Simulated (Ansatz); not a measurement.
Start from TiO$_{2}$ in the anatase structure (space group I4_1/amd, No. 141; a = 3.739 Å, c = 9.455 Å).

Structures relaxed with LDA (Ansatz, an electronic-structure program, PAW, spin-orbit coupling left out).

Base:

Simulated powder pattern, Cu Kα, λ = 1.54184 Å (kinematic, ideal powder, no thermal factors, no anomalous dispersion; the 8 strongest lines at most, above 2 %, up to 2θ = 90°):

| 2θ (°) | I/Imax (%) | hkl |
|---|---|---|
| 25.62 | 100 | (101) |
| 38.07 | 21 | (004) |
| 48.70 | 29 | (200) |
| 54.37 | 19 | (105) |
| 55.83 | 18 | (211) |
| 63.43 | 15 | (204) |
| 71.34 | 7.3 | (220) |
| 75.96 | 12 | (215) |

Perturbation: cell and atoms relaxed at a pressure of 15 GPa.

After the change:

Simulated powder pattern, Cu Kα, λ = 1.54184 Å (kinematic, ideal powder, no thermal factors, no anomalous dispersion; the 8 strongest lines at most, above 2 %, up to 2θ = 90°):

```csv
2θ (°),d (Å),I/Imax (%),hkl
26.00,3.427,100,(101)
38.83,2.319,8.4,(103)
40.50,2.227,22,(004)
49.08,1.856,31,(200)
56.37,1.632,19,(211)
57.36,1.606,16,(105)
65.45,1.426,17,(204)
78.79,1.215,11,(215)
```

The indices refer to the base's conventional cell; one index is shown for lines that coincide.

Load acts through the strain it causes; cell and atoms are relaxed under it. No phonon test of stability was made. No other phases were tried under pressure. The final runs are not spin-polarised.
